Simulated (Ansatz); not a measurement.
**BP in the zinc blende structure (space group F-43m, No. 216)**

```yaml
crystal:
  lattice:
    - [0.00000, 2.26820, 2.26820]
    - [2.26820, 0.00000, 2.26820]
    - [2.26820, 2.26820, 0.00000]
  atoms:
    - { symbol: P, position: [0.75000, 0.75000, 0.75000] }
    - { symbol: B, position: [0.00000, 0.00000, 0.00000] }
```

Method: plane-wave PAW DFT at the r2SCAN level (Ansatz, an electronic-structure program, 500 eV), scalar-relativistic without spin-orbit coupling, earlier PAW set. Settings: 12×12×12 k-points, 0.05 eV Fermi–Dirac smearing.

```yaml
volume_per_atom: 11.67 Å³
density: 2.97 g/cm³
band_gap: 1.41 eV, indirect, Γ → Γ–X (83 % along)
electron_mass: 1.3 mₑ along k, 0.22 mₑ across
Hole mass (degenerate bands, along [100]): 0.24, 0.24, 0.32 mₑ
Lowest conduction-band minima above the VBM: a point along ⟨100⟩, about 1.2 Å⁻¹ from Γ 1.41 eV
total_energy: -458.344 eV/atom (σ→0; compares only within this code and set-up)
```

Effective masses come from finite differences of ±0.01 Å⁻¹. Along k means along the line from Γ to the band edge. Whether these cells are dynamically stable was not tested.
